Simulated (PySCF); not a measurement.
PySCF 2.14.0, R2SCAN/def2-svp, df: La(Cl)3 ([Cl][La]([Cl])[Cl]), 4 atoms. The geometry is a generated start, not checked to be a minimum at this level.

```yaml
task: energy
method: r2scan
basis: def2-svp
two_electron_scheme: density fitting
mol.max_memory: 3000 MB
mf.max_cycle: 100
mf.init_guess: minao (default)
mf.DIIS: CDIIS (default)
mf.diis_space: 8 (default)
mf.conv_tol: 1e-09 (default)
mf.grids.level: 3 (default)
effective_core_potentials: those of the basis set, past Kr
basis_functions: 86
grid_points: 81344
```

```xyz
4

La     0.2973    -0.3085    -0.9745
Cl    -1.8462    -0.9525     0.1258
Cl    -0.0133     2.0634    -0.2700
Cl     1.5623    -0.8024     1.1186
```

Charge 0 and multiplicity 1 are set for this test and not shown to be the ground state.

One run each on 2 threads, 1 BLAS thread. Values of level_shift (Hartree) tried: 0 (default), 0.1, 0.3, 1.

### Question
How does the count of Fock builds change with level_shift (Hartree), and where is it least?

### Answer
Fewest Fock builds, within one of each other: 0 (default) with 11, 0.1 with 12. The count rises to 45 at 1. All converge to one solution.

| level_shift (Hartree) | Fock builds | end |
|---|---|---|
| 0 (default) | 11 | same solution |
| 0.1 | 12 | same solution |
| 0.3 | 19 | same solution |
| 1 | 45 | same solution |
